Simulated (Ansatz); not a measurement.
**fcc Pb (0 0 1) on monoclinic HfO2 (0 0 1) (film strained to the substrate, faces as cut)**

A periodic stack without vacuum, fcc Pb (0 0 1) on monoclinic HfO2 (0 0 1) (film strained to the substrate, faces as cut): substrate slab Hf10O22, film Pb8, surface cells [[0, 1], [-1, 0]] and [[0, -1], [2, 1]], film strained by +2.4 and +3.4 %, faces O/O and Pb/Pb as cut (like faces can put a slab off its formula).

The start was prepared with a machine-learned potential, and the result is one local minimum, with the in-plane cell held and forces under 0.04 eV/Å; the film can end far from its bulk form.

Calculation: PBE (plane waves to 420 eV, PAW; Ansatz, a first-principles code). Spin–orbit coupling is left out; the runs are not spin-polarised. Its k-point mesh 5×5×1, Fermi–Dirac width 0.05 eV.

* **interface area**: 26.9 Å²
* **period**: 23.76 Å
* **gaps between the outermost planes at the two interfaces**: 1.30 and 1.30 Å
* **Hf–Pb contacts across the interfaces within 1.22 times the sum of covalent radii**: 10, mean 3.74 Å
* **O–Pb contacts across the interfaces within 1.22 times the sum of covalent radii**: 8, mean 2.39 Å

```yaml
crystal:
  lattice:
    - [5.21201, 0.00000, 0.00001]
    - [0.00000, 5.16134, -0.04638]
    - [-0.00001, -0.21793, 23.76677]
  atoms:
    - { symbol: Hf, position: [0.51928, 0.06171, 0.08317] }
    - { symbol: Hf, position: [0.99514, 0.63599, 0.09212] }
    - { symbol: O, position: [0.22586, 0.31520, 0.10589] }
    - { symbol: O, position: [0.72395, 0.38389, 0.05855] }
    - { symbol: O, position: [0.79836, 0.94535, 0.13920] }
    - { symbol: O, position: [0.31132, 0.86485, 0.15106] }
    - { symbol: O, position: [0.27643, 0.80474, 0.04033] }
    - { symbol: O, position: [0.77989, 0.86601, 0.02908] }
    - { symbol: Hf, position: [0.51349, 0.26479, 0.30116] }
    - { symbol: Hf, position: [0.59770, 0.73519, 0.20863] }
    - { symbol: Hf, position: [0.01349, 0.83496, 0.31924] }
    - { symbol: Hf, position: [0.09649, 0.17388, 0.18868] }
    - { symbol: O, position: [0.23564, 0.50724, 0.33365] }
    - { symbol: O, position: [0.86799, 0.49152, 0.17279] }
    - { symbol: O, position: [0.73566, 0.59248, 0.28676] }
    - { symbol: O, position: [0.37562, 0.40868, 0.22152] }
    - { symbol: O, position: [0.80042, 0.14275, 0.35939] }
    - { symbol: O, position: [0.31432, 0.05244, 0.37175] }
    - { symbol: O, position: [0.30046, 0.95695, 0.26102] }
    - { symbol: O, position: [0.81435, 0.04727, 0.24866] }
    - { symbol: Hf, position: [0.49520, 0.46369, 0.52828] }
    - { symbol: Hf, position: [0.59649, 0.92588, 0.43172] }
    - { symbol: Hf, position: [0.01929, 0.03795, 0.53724] }
    - { symbol: Hf, position: [0.09769, 0.36456, 0.41178] }
    - { symbol: O, position: [0.22398, 0.71576, 0.56186] }
    - { symbol: O, position: [0.87560, 0.69105, 0.39890] }
    - { symbol: O, position: [0.72589, 0.78447, 0.51452] }
    - { symbol: O, position: [0.36800, 0.60820, 0.44762] }
    - { symbol: O, position: [0.77650, 0.29493, 0.58008] }
    - { symbol: O, position: [0.27996, 0.23363, 0.59133] }
    - { symbol: O, position: [0.29831, 0.15436, 0.48121] }
    - { symbol: O, position: [0.81128, 0.23488, 0.46935] }
    - { symbol: Pb, position: [0.05081, 0.02843, 0.76305] }
    - { symbol: Pb, position: [0.55313, 0.55002, 0.76223] }
    - { symbol: Pb, position: [0.54355, 0.05462, 0.66216] }
    - { symbol: Pb, position: [0.04916, 0.53293, 0.64594] }
    - { symbol: Pb, position: [0.04348, 0.04504, 0.95823] }
    - { symbol: Pb, position: [0.54903, 0.56676, 0.97447] }
    - { symbol: Pb, position: [0.55078, 0.07138, 0.85734] }
    - { symbol: Pb, position: [0.05315, 0.54970, 0.85818] }
```
